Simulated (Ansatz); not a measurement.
Given:

```
CaC2
1.0
   -1.91000     1.91000     3.16915
    1.91000    -1.91000     3.16915
    1.91000     1.91000    -3.16915
Ca C
1 2
Direct
  0.00000   0.00000   0.00000
  0.59937   0.59937   0.00000
  0.40063   0.40063   0.00000
```

These are PBEsol, rigid bands (plane waves, PAW, scalar-relativistic; Ansatz, a program for electronic structure) values and carry that method's errors. Cell: cell and atoms relaxed with PBEsol.

Problem. Predict the electron conductivity mass (n e² τ/σ) at 300 K, by direction if it differs.

Solution. 0.55 (x), 0.55 (y), 0.31 (z) mₑ.

Problem. Predict the hole conductivity mass (n e² τ/σ) at 300 K, by direction if it differs.

Solution. 2.3 (x), 2.3 (y), 3.7 (z) mₑ.

Problem. And the band gap?

Solution. 1.05 eV at this level; semilocal functionals usually fall short of the measured gap.

Rigid bands, one relaxation time for all states, no polarons. Spin-orbit coupling is left out; where it splits the top of the valence band it changes the hole mass and lowers the gap by about a third of the splitting.

Computed structure, not matched to a measured one here, so possibly hypothetical: CaC2 (I4/mmm).
